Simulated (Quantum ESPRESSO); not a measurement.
Worked example: self-consistent single point of YCoC2 (P1, 4 atoms in the cell) in Quantum ESPRESSO.

Method: PBEsol, SSSP 1.1.2 efficiency (PBE) pseudopotentials (plane waves; Quantum ESPRESSO).

```yaml
crystal:
  lattice:
    - [3.57476, 0.00000, 0.00000]
    - [0.00000, 2.23885, 2.98196]
    - [0.00000, -2.23885, 2.98196]
  atoms:
    - { symbol: Y, position: [0.00729, 0.99534, 0.99574] }
    - { symbol: Co, position: [0.49476, 0.61852, 0.60551] }
    - { symbol: C, position: [0.49864, 0.44946, 0.15570] }
    - { symbol: C, position: [0.49931, 0.15667, 0.46304] }
```

Reference input (self-consistent single point, DFT, LDA (PZ), plane waves, GBRV 1.5 ultrasoft (LDA) pseudopotentials): ecutwfc = 50 Ry; ecutrho = 400 Ry; occupations = smearing; smearing = fd; degauss = 0.0099958 Ry; potentials = {Y: y_lda_v1.4.uspp.F.UPF, Co: co_lda_v1.2.uspp.F.UPF, C: c_lda_v1.2.uspp.F.UPF}; K_POINTS = automatic 6 6 6 0 0 0; conv_thr = 1e-10 Ry; mixing_beta = 0.3. This run's input differs from it in these lines:

```diff
@@ -18,2 +18,3 @@
  degauss = 0.0099958,
+ input_dft = 'pbesol',
 /
@@ -24,5 +25,5 @@
 ATOMIC_SPECIES
-Y     88.9058  y_lda_v1.4.uspp.F.UPF
-Co    58.9332  co_lda_v1.2.uspp.F.UPF
-C     12.0110  c_lda_v1.2.uspp.F.UPF
+Y     88.9058  Y_pbe_v1.uspp.F.UPF
+Co    58.9332  Co_pbe_v1.2.uspp.F.UPF
+C     12.0110  C.pbe-n-kjpaw_psl.1.0.0.UPF
 ATOMIC_POSITIONS crystal
```

The program printed (abridged):

```
     Self-consistent Calculation

     iteration #  1     ecut=    50.00 Ry     beta= 0.30

     negative rho (up, down):  4.315E-02 0.000E+00

     total energy              =    -417.17413755 Ry
     estimated scf accuracy    <      12.12718938 Ry

     iteration #  2     ecut=    50.00 Ry     beta= 0.30

     negative rho (up, down):  4.311E-02 0.000E+00

     total energy              =    -421.49474345 Ry
     estimated scf accuracy    <      14.97249673 Ry

     iteration #  3     ecut=    50.00 Ry     beta= 0.30

     negative rho (up, down):  4.327E-02 0.000E+00

     total energy              =    -421.67212550 Ry
     estimated scf accuracy    <       3.10560054 Ry

   [... 15 blocks of this kind left out ...]

     iteration # 19     ecut=    50.00 Ry     beta= 0.30

     negative rho (up, down):  4.395E-02 0.000E+00

     total energy              =    -421.83697712 Ry
     estimated scf accuracy    <          4.4E-10 Ry

     iteration # 20     ecut=    50.00 Ry     beta= 0.30

     negative rho (up, down):  4.395E-02 0.000E+00
     End of self-consistent calculation

     Number of k-points >= 100: set verbosity='high' to print the bands.

     the Fermi energy is    13.8656 ev

!    total energy              =    -421.83697712 Ry
     estimated scf accuracy    <          6.3E-12 Ry
     smearing contrib. (-TS)   =      -0.00730276 Ry
     internal energy E=F+TS    =    -421.82967437 Ry

     convergence has been achieved in  20 iterations

     negative rho (up, down):  4.395E-02 0.000E+00

     Forces acting on atoms (cartesian axes, Ry/au):

     atom    1 type  1   force =    -0.00834614   -0.00103372    0.00328406
     atom    2 type  2   force =     0.00746401   -0.02586367    0.02505547
     atom    3 type  3   force =     0.00096176    0.08257499   -0.00422860
     atom    4 type  3   force =    -0.00007964   -0.05567760   -0.02411093

     Total force =     0.109328     Total SCF correction =     0.000003

     negative rho (up, down):  4.395E-02 0.000E+00
          total   stress  (Ry/bohr**3)                   (kbar)     P=      -18.23
  -0.00025516   0.00000216  -0.00000332          -37.53        0.32       -0.49
   0.00000216   0.00011656   0.00004656            0.32       17.15        6.85
  -0.00000332   0.00004656  -0.00023310           -0.49        6.85      -34.29

   JOB DONE.
```

The run converged in 20 iterations. Against the reference run the pressure goes from -6.59 to -1.82 GPa and the largest force goes from 1.791 to 2.126 eV/Å.

The starting cell comes from a database of computed structures (which also holds hypothetical and non-ambient phases and stackings), without a prior relaxation at this level. Its atoms were displaced at random from the sites of space group no. 38. Spin polarisation is off. Forces in this geometry exceed 1 eV/Å.

Cost on one core of a shared machine: roughly 3 min.
